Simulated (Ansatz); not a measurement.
ScOCl (P4/nmm, No. 129, 6 atoms in the cell; start mp-989195), treated with r²SCAN in Ansatz (plane waves, PAW).

Run with plane-wave cutoff 560 eV, 10×10×6 k mesh (along the axes of the cell as run), Fermi–Dirac smearing 0.01 eV, scalar-relativistic PAW data made under PBE.

Cell (relaxed with PBE-D3(BJ)):

```xyz
6
Lattice="3.5430 0.0000 0.0000 0.0000 3.5430 0.0000 0.0000 0.0000 7.6259" Properties=species:S:1:pos:R:3 pbc="T T T"
Sc     0.0000     1.7715     1.0627
Sc     1.7715     0.0000     6.5632
Cl     0.0000     1.7715     5.0936
Cl     1.7715     0.0000     2.5323
O      1.7715     1.7715     0.0000
O      0.0000     0.0000     0.0000
```

Problem. Predict the band gap and smallest direct gap on the k points sampled.

Solution. 
* **band gap**: 4.43 eV (indirect)
* **smallest direct gap on the k points sampled**: 4.60 eV

Note: cell and atoms aren't relaxed at this level (largest force component 0.16 eV/Å, pressure 0.5 GPa).

Computed values are for the static lattice.

The result took around 70 core-seconds (rough).

A start named mp-… is a Materials Project structure, which need not be a measured phase.

Ansatz is an electronic-structure program.
